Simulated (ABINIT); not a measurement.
Input and output of a self-consistent single point for InAs (F-43m, 2 atoms in the cell) (ABINIT).

Method of the run: PBE, norm-conserving pseudopotentials (PseudoDojo nc-sr-05 PBE standard) (plane waves; ABINIT).

```xyz
2
Lattice="0.0000 3.0300 3.0300 3.0300 0.0000 3.0300 3.0300 3.0300 0.0000" Properties=species:S:1:pos:R:3 pbc="T T T"
In     0.0000     0.0000     0.0000
As     1.5150     1.5150     1.5150
```

Reference input (self-consistent single point, DFT, PBE, plane waves, norm-conserving pseudopotentials (PseudoDojo nc-sr-05 PBE standard)): pseudos = [In.upf, As.upf]; ecut = 42 Ha; ixc = 11; occopt = 3; tsmear = 0.00183747 Ha; ngkpt = 9 9 9; nshiftk = 1; shiftk = 0 0 0; potentials = PseudoDojo nc-sr-05 PBE standard; nband = 19; kptopt = 1; nstep = 60. This run's input differs from it in these lines:

```diff
@@ -21,3 +21,3 @@
 kptopt 1
-ngkpt 9 9 9
+ngkpt 5 5 5
 nshiftk 1
```

Output (repeated stretches shortened):

```
--- !BeginCycle
solver: {iscf: 7, nstep: 60, nline: 4, wfoptalg: 0, }
tolerances: {tolvrs: 1.00E-11, }
...

     iter   Etot(hartree)      deltaE(h)  residm     vres2
 ETOT  1  -170.03009621731    -1.700E+02 1.095E+00 3.205E+02
 ETOT  2  -172.48735679258    -2.457E+00 5.800E-02 3.143E+02
 ETOT  3  -172.52699037608    -3.963E-02 6.419E-03 5.241E+01
 ETOT  4  -172.53360073703    -6.610E-03 2.177E-03 2.446E+00
 ETOT  5  -172.53390086761    -3.001E-04 4.617E-04 9.156E-02
   [... 5 lines left out ...]
 ETOT 11  -172.53391333428    -2.174E-11 6.466E-06 9.723E-09
 ETOT 12  -172.53391333427     7.532E-12 5.073E-06 4.611E-10
 ETOT 13  -172.53391333425     2.137E-11 5.846E-06 5.973E-11
 ETOT 14  -172.53391333426    -1.035E-11 4.760E-06 1.797E-12
 At SCF step   14       vres2   =  1.80E-12 < tolvrs=  1.00E-11 =>converged.

 Cartesian components of stress tensor (hartree/bohr^3)
  sigma(1 1)= -1.27775456E-04  sigma(3 2)=  0.00000000E+00
  sigma(2 2)= -1.27775456E-04  sigma(3 1)=  0.00000000E+00
  sigma(3 3)= -1.27775456E-04  sigma(2 1)=  0.00000000E+00

 ----iterations are completed or convergence reached----

 reduced coordinates (array xred) for    2 atoms
       0.000000000000      0.000000000000      0.000000000000
       0.250000000000      0.250000000000      0.250000000000
 cartesian forces (eV/Angstrom) at end:
    1     -0.00000000000000    -0.00000000000000    -0.00000000000000
    2     -0.00000000000000    -0.00000000000000    -0.00000000000000
 frms,max,avg= 0.0000000E+00 0.0000000E+00   0.000E+00  0.000E+00  0.000E+00 e/A
   [... lines left out ...]
 Fermi (or HOMO) energy (hartree) =   0.15176   Average Vxc (hartree)=  -0.34901
   [... lines left out ...]
total_energy        : -1.72533913334261E+02
total_energy_eV     : -4.69488654460656E+03
band_energy         : -1.53458951018605E+01
...

-Cartesian components of stress tensor (GPa)         [Pressure=  3.7593E+00 GPa]
- sigma(1 1)= -3.75928306E+00  sigma(3 2)=  0.00000000E+00
- sigma(2 2)= -3.75928306E+00  sigma(3 1)=  0.00000000E+00
- sigma(3 3)= -3.75928306E+00  sigma(2 1)=  0.00000000E+00

 Calculation completed.
```

The run converged in 14 iterations. Against the reference run the free energy rises by 22.7 meV/atom and the pressure goes from 3.56 to 3.76 GPa.

The starting cell has typed, rounded lattice constants, without a prior relaxation at this level. With a pressure of about 4 GPa the cell is away from its equilibrium volume at this level. The run gives no clean gap (levels at the Fermi energy touch, overlap or are partly filled at this smearing), which alone does not show that the compound is a metal.
